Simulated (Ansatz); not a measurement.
**HfC: energy against strain**

HfC (rock salt, Fm-3m, 12.223 Å³/atom at rest, cube axes along x, y and z) under a strain ε along a cube axis (axis z), the other axes held. PBEsol in Ansatz, a plane-wave DFT program (PAW, default set), 420 eV, 22×22×22 Γ-centred mesh, Fermi-Dirac smearing 0.10 eV; ions are relaxed within the symmetry of each cell.

Here s stands for strain and y for E less E0.

| strain (%) | E less E0 (meV/atom) |
|---|---|
| -1.50 | 4.86 |
| -1.00 | 2.12 |
| -0.50 | 0.52 |
| 0.00 | 0.00 |
| 0.50 | 0.51 |
| 1.00 | 1.99 |
| 1.50 | 4.40 |
| 3.00 | ? |

Fit y of the 7 rows that show it with a parabola. Least squares gives y = 0.000 - 0.1179·s + 2.0576·s². Residuals (row less fit): 0.054, -0.055, -0.053, 0.000, 0.055, 0.050, -0.053; standard error 0.065 (degrees of freedom: 4). Twice the quadratic coefficient over the volume, 2 × 2.0576 meV × 10⁴ × 0.1602 / 12.223 Å³, is the elastic constant C11 = 539 ± 7 GPa.

Predict the withheld y at s = 3.00 from the fit, and compare with the calculation.

y = 0.000 - 0.1179 × 3.0 + 2.0576 × 3.0² = 18.165 meV/atom. The calculation gives 16.66 meV/atom, 1.505 meV/atom below the prediction (9.0 % of the range of y in the table). The row lies outside the fitted rows, so this is an extrapolation. From the scatter of the fitted rows alone, a prediction at this place has a standard error of 0.250 meV/atom, so the miss is 6.0 times that.

One order more, fitted to all 13 runs of the series, follows each within 0.01, so the miss is the next term of a smooth law. In a metal these values are sensitive to mesh and smearing; energies are taken to zero smearing, stresses follow the free energy. Rows are the converged runs of the series near zero and its far end; series whose fitted rows scatter by over a few per cent of the range, as at a crossing or softening among them, aren't shown in this form. Most that stay on the fit to the last digits aren't either.
